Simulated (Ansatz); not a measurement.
The reference is Cu$_{3}$Pt in the Cu3Au type structure (space group Pm-3m, No. 221; a = 3.667 Å; relaxed with 0.1 eV smearing). Axes: x, y, z lie along the cube axes.

All numbers come from PBEsol/PAW in Ansatz (a first-principles code), without spin-orbit coupling.

A first run, uniaxial strain ε_xx = +1.18 %, gives secant values C11 ≈ 240 GPa and C12 ≈ 170 GPa from its stress. A second run applies isotropic strain −2.50 %.

**Question.** What does linear elasticity predict for the bulk modulus −ΔP/(ΔV/V₀) in the second run, and what does the run give?

**Answer.** Linear elasticity: (C11 + 2 C12)/3 = 190 GPa. The run gives 250 GPa; any difference comes from nonlinear terms at these strains and numerical noise.

Whether these cells are dynamically stable was not tested. The final runs are not spin-polarised.
